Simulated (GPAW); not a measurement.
Worked example: self-consistent single point of Ni3Fe (Pm-3m, 4 atoms in the cell) in GPAW.

Method: PBE, GPAW PAW datasets PBE (gpaw-data 1.0.1) (plane waves; GPAW).

```
CELL_PARAMETERS angstrom
      3.55000     0.00000     0.00000
      0.00000     3.55000     0.00000
      0.00000     0.00000     3.55000
ATOMIC_POSITIONS crystal
  Fe 0.00000 0.00000 0.00000
  Ni 0.00000 0.50000 0.50000
  Ni 0.50000 0.00000 0.50000
  Ni 0.50000 0.50000 0.00000
```
Moments meant for the start (each program seeds them in its own way; μB, in the order of the atoms Fe Ni Ni Ni): 3.0 0.5 0.5 0.5.

Reference input (self-consistent single point, DFT PBE, plane waves, GPAW PAW datasets PBE (gpaw-data 1.0.1)): spinpol = true; mode = pw; ecut = 850 eV; xc = PBE; kpts = 8 8 8; mesh shift (steps) = 0 0 0; occupations.name = fermi-dirac; occupations.width = 0.1 eV; nbands = -8; convergence.density = 1e-05 e/electron; convergence.energy = 1e-05 eV/electron; symmetry.symmorphic = false. This run's input differs from it in these lines:

```diff
@@ -19,3 +19,3 @@
             xc='PBE',
-            kpts={'size': (8, 8, 8), 'gamma': True},
+            kpts={'size': (2, 2, 2), 'gamma': True},
             occupations=FermiDirac(0.1),
```

Output (repeated stretches shortened):

```
     iter     time        total  log10-change:  magmom
                         energy   eigst   dens
iter:   1 --:--:--   -30.991386                   +4.5057
iter:   2 --:--:--   -30.432265   -0.28  -1.78    +4.4159
iter:   3 --:--:--   -30.531536   -0.84  -1.80    +4.5797
iter:   4 --:--:--   -31.542916   -1.13  -1.84    +4.5988
iter:   5 --:--:--   -31.147901   -1.08  -1.86    +4.6175
   [... 51 lines left out ...]
iter:  57 --:--:--   -30.839750   -4.29  -3.00    +4.7414
iter:  58 --:--:--   -30.840964   -5.76  -3.34    +4.7398
iter:  59 --:--:--   -30.842483   -5.03  -3.40    +4.7373
   [... lines left out ...]
iter: 120 --:--:--   -30.764205   -3.44  -2.25    +4.7407

Did not converge!

Here are some tips:

1) Make sure the geometry and spin-state is physically sound.
2) Use less aggressive density mixing.
3) Solve the eigenvalue problem more accurately at each scf-step.
4) Use a smoother distribution function for the occupation numbers.
5) Try adding more empty states.
6) Use enough k-points.
7) Don't let your structure optimization algorithm take too large steps.
8) Solve the Poisson equation more accurately.
9) Better initial guess for the wave functions.

See details here:

    https://gpaw.readthedocs.io/documentation/convergence.html
Traceback (most recent call last):
   [... frames left out ...]
gpaw.KohnShamConvergenceError: Did not converge!  See text output for help.
```

The run ended unconverged after 120 iterations. 

The starting cell has typed, rounded lattice constants, without a prior relaxation at this level.

Cost on one core of a shared machine: roughly 3 min.
